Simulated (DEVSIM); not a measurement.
System: Schottky contact on p-type Si, at 250 K.

```
layer (left to right)  material  thickness (μm)  Na (cm⁻³)  τn (s)  τp (s)
---------------------  --------  --------------  ---------  ------  ------
1                            Si            11.0     3.2e15  7.5e-6  2.5e-6
2                            Si           0.850       1e18  2.5e-6  2.5e-6
```

Left contact: Schottky, work function 4.714 eV, emission velocity 4.9e6 cm/s. Right contact: ohmic. Voltage is applied to the left contact. Recombination: SRH at mid-gap, Auger. Gap narrowing is on: ΔEg = 6.92 meV × (l + √(l² + 0.5)), l = ln(N/1.3e17 cm⁻³), shared equally by both band edges. Mobility is μmin + (μ − μmin)/(1 + (N/Nref)^α).

Constants are typed, rounded textbook-type inputs, not results; the design itself was drawn at random and stands for no fabricated device. Values at 300 K; Nc and Nv go as T^1.5, mobilities as T to minus their exponent, the gap by Varshni's rule with the affinity fixed.

```
parameter               Si
----------------  --------
gap (eV)             1.124
affinity (eV)         4.05
permittivity          11.7
Nc (cm⁻³)          2.86e19
Nv (cm⁻³)           3.1e19
μn (cm²/Vs)           1417
μp (cm²/Vs)            470
μn,min                  52
μp,min                  45
Nref,n              9.7e16
Nref,p              2.2e17
αn                    0.68
αp                    0.72
T exponent of μn       2.3
T exponent of μp       2.2
Cn (cm⁶/s)         2.8e-31
Cp (cm⁶/s)         9.9e-32
Varshni α (eV/K)  0.000473
Varshni β (K)          636
```

Simulated with DEVSIM: 1D drift-diffusion, Boltzmann statistics, complete ionisation; no tunnelling, impact ionisation, image-force lowering or self-heating. Metal contacts follow the ideal Schottky-Mott rule: no Fermi-level pinning, no interface dipoles.

Question: Tabulate band edges, carrier densities and field at 10.0 V on the left contact.

Answer: Energies count from the Fermi level of the right contact; mesh points crowd at the junctions.

| x (μm) | Ec (eV) | Ev (eV) | n (cm⁻³) | p (cm⁻³) | field (V/cm) |
|---|---|---|---|---|---|
| 0.000 | -9.336 | -10.472 | 900000 | 4.9e8 | 100000 |
| 0.02600 | -9.076 | -10.212 | < 1e2 | 5.0e8 | 99000 |
| 0.08002 | -8.546 | -9.681 | < 1e2 | 5.1e8 | 97000 |
| 0.2013 | -7.408 | -8.544 | < 1e2 | 5.4e8 | 91000 |
| 0.5736 | -4.370 | -5.505 | < 1e2 | 6.9e8 | 72000 |
| 1.218 | -0.732 | -1.868 | < 1e2 | 1.3e9 | 40000 |
| 2.558 | 0.944 | -0.192 | < 1e2 | 3.2e15 | ≈ 0 |
| 6.516 | 0.944 | -0.192 | < 1e2 | 3.2e15 | ≈ 0 |
| 8.941 | 0.944 | -0.192 | < 1e2 | 3.2e15 | ≈ 0 |
| 10.02 | 0.944 | -0.192 | < 1e2 | 3.2e15 | ≈ 0 |
| 10.54 | 0.944 | -0.192 | < 1e2 | 3.2e15 | ≈ 0 |
| 10.84 | 0.948 | -0.187 | < 1e2 | 3.9e15 | 700 |
| 10.94 | 0.965 | -0.171 | < 1e2 | 8.5e15 | 3800 |
| 10.98 | 0.998 | -0.138 | < 1e2 | 3.9e16 | 14000 |
| 11.01 | 1.038 | -0.069 | < 1e2 | 9.8e17 | 1300 |
| 11.05 | 1.039 | -0.068 | < 1e2 | 1.0e18 | ≈ 0 |
| 11.13 | 1.039 | -0.068 | < 1e2 | 1.0e18 | ≈ 0 |
| 11.29 | 1.039 | -0.068 | < 1e2 | 1.0e18 | ≈ 0 |
| 11.61 | 1.039 | -0.068 | < 1e2 | 1.0e18 | ≈ 0 |
| 11.75 | 1.039 | -0.068 | < 1e2 | 1.0e18 | ≈ 0 |
| 11.81 | 1.039 | -0.068 | < 1e2 | 1.0e18 | ≈ 0 |
| 11.85 | 1.039 | -0.068 | < 1e2 | 1.0e18 | ≈ 0 |
